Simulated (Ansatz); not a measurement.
The parent structure is LiC (space group Immm, No. 71; a = 3.573 Å, b = 4.805 Å, c = 5.305 Å).

All numbers come from PBEsol (Ansatz, an electronic-structure program, PAW, spin-orbit coupling left out).

For the base:

| Item | Result |
|---|---|
| Density | 1.38 g/cm³ |
| Gap character | indirect, W → Γ |
| Electron mass | 1.3 mₑ along a, 0.42 mₑ along b, 0.46 mₑ along c (at Γ) |

Now apply this change: cell and atoms relaxed at a pressure of 60 GPa.

What happens to the density, gap character and electron mass?

The density goes up by 0.96 g/cm³ to 2.34 g/cm³; the gap character changes from indirect, W → Γ to direct at Γ; the electron mass goes from 1.3 mₑ along a, 0.42 mₑ along b, 0.46 mₑ along c (at Γ) to 1.2 mₑ along a, 0.14 mₑ along b, 0.19 mₑ along c (at Γ).

Load acts through the strain it causes; cell and atoms are relaxed under it. Effective masses come from finite differences of ±0.01 Å⁻¹. Stability against distortions was not tested. Competing high-pressure phases were not computed.
